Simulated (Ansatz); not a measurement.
**BaTiO3: pressure series**

The parent structure is BaTiO3 (space group P4mm, No. 99; a = 3.985 Å, c = 4.201 Å).

Cell and atoms are relaxed at each pressure.

Method: PBE (Ansatz, an electronic-structure program), spin-orbit coupling left out.

```tsv
change	density	gap character	shortest interatomic distance
base	5.80 g/cm³	indirect, A → Γ	1.812 Å
pressure −1 GPa	5.73 g/cm³	indirect, A → Γ	1.804 Å
pressure 1.8 GPa	5.91 g/cm³	indirect, A → Γ	1.824 Å
pressure 4.2 GPa	6.03 g/cm³	indirect, A → Γ	1.839 Å
pressure 9 GPa	6.24 g/cm³	indirect, A → Γ	1.870 Å
pressure 18 GPa	6.53 g/cm³	indirect, R → Γ	1.950 Å
pressure 30 GPa	6.83 g/cm³	direct at Γ	1.921 Å
pressure 45 GPa	7.16 g/cm³	direct at Γ	1.891 Å
pressure 60 GPa	7.46 g/cm³	direct at Γ	1.865 Å
```

Load acts through the strain it causes; cell and atoms are relaxed under it. Whether these cells are dynamically stable was not tested. Competing high-pressure phases were not computed. The final runs are not spin-polarised. Along this pressure series the structure jumps between pressure 9 GPa and pressure 18 GPa; cells beyond that are another form of it. k-point labels follow each cell's own Brillouin zone.
